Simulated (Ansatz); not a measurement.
The starting structures come from a database of crystals and need not be the phases stable at ambient conditions.

 Where the default PAW files enter, the runs use the earlier of Ansatz's two default sets.

Tunnelling through a barrier is set by its complex band structure: the current falls as exp(−2κd) with the smallest κ.

```
CELL_PARAMETERS angstrom
      4.92779     0.00000     0.00000
      0.00000    10.68733     0.00000
      0.00000    -3.84982     5.13061
ATOMIC_POSITIONS crystal
  Li 0.00000 0.00000 0.50000
  Li 0.50000 0.00000 0.00000
  Li 0.50000 0.50000 0.50000
  Li 0.00000 0.50000 0.00000
  Ta 0.53779 0.25000 0.93717
  Ta 0.46221 0.75000 0.06283
  Ta 0.03779 0.75000 0.56283
  Ta 0.96221 0.25000 0.43717
  O  0.68792 0.25000 0.21594
  O  0.31208 0.75000 0.78406
  O  0.18792 0.75000 0.28406
  O  0.81208 0.25000 0.71594
  O  0.18197 0.08047 0.26252
  O  0.81803 0.91953 0.73748
  O  0.68197 0.91953 0.23748
  O  0.31803 0.08047 0.76252
  O  0.31803 0.41953 0.10158
  O  0.68197 0.58047 0.89842
  O  0.81803 0.58047 0.39842
  O  0.18197 0.41953 0.60158
```

Space group of this cell: Pnma. The cell is taken as given; by PBEsol its mean pressure is -5.3 GPa.

Transport runs along the normal of the first two printed cell vectors.

No gap correction and no spin-orbit coupling; mid-gap values are interpolated between computed energies.

### Question
Compute, with PBEsol in Ansatz (a first-principles code), the band gap and the smallest decay constant κ at mid-gap.

### Answer
Gap 3.48 eV on a 6×6×6 mesh; κ = 0.454 1/Å, at the zone centre.
